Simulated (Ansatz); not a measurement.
## Effect of uniaxial strain ε_yy = −2.52 % on GaN

The reference is GaN in the zinc blende structure (space group F-43m, No. 216; a = 4.4982 Å). Axes: x, y, z lie along the cube axes.

One thing is altered: the cell is compressed by 2.52 % along y with no lateral relaxation; the atoms relax in the strained cell.

All numbers come from Kohn–Sham DFT with the r2SCAN functional, run in Ansatz (an electronic-structure program) with PAW and 500 eV plane waves, scalar-relativistic without spin-orbit coupling, earlier PAW set. Γ-centred 13×13×13 mesh, Fermi–Dirac width 0.05 eV.

Volume per atom: 11.09 Å³ (base 11.38 Å³)
Space group: I-4m2 (No. 119) (base F-43m (No. 216))
Shortest interatomic distance: 1.932 Å (base 1.948 Å)
Energy relative to the base (free energy F): +6.5 meV/atom
Pressure (mean of the normal stresses, compression positive): 5.23 GPa (base 0.00 GPa)
Band gap: 2.26 eV (base 2.17 eV)
Gap character: direct at Γ (base direct at Γ)
Electron mass: 0.18 mₑ (at Γ) (base 0.17 mₑ (at Γ))
Hole mass: 0.19 mₑ along y, 0.83 mₑ across (at Γ)
Valence-band top at Γ (three highest levels, from the VBM): 0.00, -0.12, -0.12 eV (base 0.00, 0.00, 0.00 eV)
Valley order (the lowest conduction-band minima on the path, energy above the VBM, named in the base's zone): Γ 2.26 eV; X along [010] 3.60 eV (base Γ 2.17 eV)
Stress (xx, yy, zz, yz, xz, xy; compression positive): (4.20, 7.29, 4.20, 0.00, 0.00, 0.00) GPa

Cost of the whole job for the changed cell (relaxation, final SCF and bands): very roughly 50 core-seconds.

Masses are band curvatures over ±0.01 Å⁻¹ around the edge. Stability against distortions was not tested. This is not the structure that GaN has at room temperature and ambient pressure. Labels are those of the standard path for the cell's own space group.
